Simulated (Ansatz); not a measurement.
The reference is Pd in the fcc (Cu type) structure (space group Fm-3m, No. 225; a = 3.878 Å; relaxed with 0.1 eV smearing).

Level of theory: PBEsol (Ansatz, an electronic-structure program, PAW, no SOC).

Before the change:

| Quantity | Result |
|---|---|
| Band gap | zero |
| Pressure | 0.0 GPa |

The change: the cell is scaled by 0.9950 in all directions, atoms relaxed at fixed cell.

Task: How does this affect the energy relative to the base, band gap and pressure?

Result: The energy rises by 2.1 meV/atom; the band gap is still zero; the pressure goes from zero to 3.2 GPa.

The cells carry an imposed strain or load. No phonon test of stability was made. The final runs are not spin-polarised.
